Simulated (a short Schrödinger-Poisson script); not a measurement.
System: MOS inversion layer, SiO2 on p-type Si(100), at 300 K.

From the gate side: 1.5 nm SiO2; 1400 nm Si, acceptors 9.7e16 cm⁻³.

Constants are typed, rounded textbook-type inputs, not results; the design itself was drawn at random and stands for no fabricated device. SiO2: permittivity 3.9, conduction-band edge (eV) 3.15, gap (eV) 9, electron mass (mₑ) 0.5. Si: permittivity 11.7, conduction-band edge (eV) 0, gap (eV) 1.124, Nv at 300 K (cm⁻³) 3.1e19.

Channel valleys (confinement mass, in-plane density-of-states mass, number): Δ2 0.916, 0.19, 2; Δ4 0.19, 0.417, 4. At the gate the conduction-band edge of layer 1 lies 3.32 eV − eVg above the Fermi level of the channel; the field vanishes at the back. Gaps are held at their typed values at every temperature. Mesh 0.03 nm at interfaces.

Solved with a short Schrödinger-Poisson script written for these runs: 1D Poisson equation in equilibrium, electrons quantum, Hartree (BenDaniel-Duke, 12 states a valley, the channel's in-plane mass for all, wave functions ending at the dielectric), parabolic valleys, classical holes, full ionisation, no traps, pinning or gate leakage.

| Vg (V) | electrons (cm⁻²) | C (μF/cm²) | Δ2 E0 (meV from the Fermi level) | Δ4 E0 (meV from the Fermi level) |
|---|---|---|---|---|
| 0.05 | 1.16e9 | 0.105 | 237.2 | 270.5 |
| 0.1 | 6.81e9 | 0.132 | 190.8 | 224.9 |
| 0.15 | 3.67e10 | 0.268 | 146.6 | 181.6 |
| 0.2 | 1.47e11 | 0.609 | 109.5 | 146.1 |
| 0.25 | 3.81e11 | 0.959 | 83.1 | 122.2 |
| 0.3 | 7.11e11 | 1.19 | 64.9 | 107.0 |
| 0.35 | 1.10e12 | 1.33 | 51.5 | 96.7 |
| 0.4 | 1.53e12 | 1.43 | 40.8 | 89.3 |
| 0.45 | 1.98e12 | 1.50 | 32.0 | 83.6 |
| 0.5 | 2.46e12 | 1.55 | 24.4 | 79.0 |
| 0.55 | 2.95e12 | 1.59 | 17.7 | 75.2 |
| 0.6 | 3.45e12 | 1.63 | 11.7 | 72.1 |
| 0.65 | 3.96e12 | 1.66 | 6.2 | 69.3 |
| 0.7 | 4.48e12 | 1.68 | 1.1 | 66.9 |
| 0.75 | 5.01e12 | 1.70 | -3.7 | 64.7 |
| 0.8 | 5.55e12 | 1.72 | -8.1 | 62.7 |
| 0.85 | 6.09e12 | 1.74 | -12.4 | 60.9 |
| 0.9 | 6.63e12 | 1.75 | -16.5 | 59.2 |
| 0.95 | 7.18e12 | 1.76 | -20.4 | 57.7 |

Gate voltages with under 1e9 electrons/cm² are left out.

### Question
At Vg = 0.95 V the lowest Δ2 subband lies at -20.4 meV from the Fermi level. How many electrons does it hold, and what share of all?

### Answer
The two-dimensional density of states is g m/(πħ²) = 1.59e11 cm⁻² meV⁻¹ (both spins), kT = 25.9 meV, so n = D kT ln(1 + exp(−E/kT)) = 4.78e12 cm⁻², 0.67 of the 7.18e12 cm⁻² in all.

### Question
Compare the slope of the sheet density between 0.85 and 0.95 V with the geometric capacitance of the layers between gate and channel.

### Answer
q Δn/ΔV = 1.75 μF/cm²; ε0/Σ(t/ε) = 2.30 μF/cm². The ratio is 0.76: the channel acts as a further capacitance in series.
